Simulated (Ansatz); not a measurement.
## A computed series for hypothetical zinc blende VS: response to strain

Take VS in the zinc blende structure (space group F-43m, No. 216; a = 5.273 Å; ferromagnetic; a hypothetical phase, not in the database extracts checked; relaxed with 0.1 eV smearing) as the base. Axes: x, y, z lie along the cube axes.

Strains are applied to the cell and any free atomic positions relax; under biaxial strain the out-of-plane vector relaxes too.

The values are results of PBEsol (Ansatz, a program for electronic structure), spin-orbit coupling left out, not measurements.

Notes on the quantities. energy relative to the base: free energy F.

```tsv
variant	energy relative to the base	space group	shortest interatomic distance
base	0 meV/atom	F-43m (No. 216)	2.283 Å
biaxial strain +0.71 %, plane normal [111], relaxed out of plane	+0.6 meV/atom	R3m (No. 160)	2.284 Å
biaxial strain +3.76 %, plane normal [111], relaxed out of plane	+17 meV/atom	R3m (No. 160)	2.284 Å
isotropic strain +1.39 %	?	F-43m (No. 216)	2.315 Å
tensor shear ε_yz = +3.12 %	+4.5 meV/atom	Imm2 (No. 44)	2.280 Å
```

What belongs in the blanks?


- isotropic strain +1.39 %, energy relative to the base: +8.6 meV/atom

The magnetic state is the one reached from the starting moments; the real material's order can differ, and small cells can't hold many antiferromagnetic ones. Whether these cells are dynamically stable was not tested.
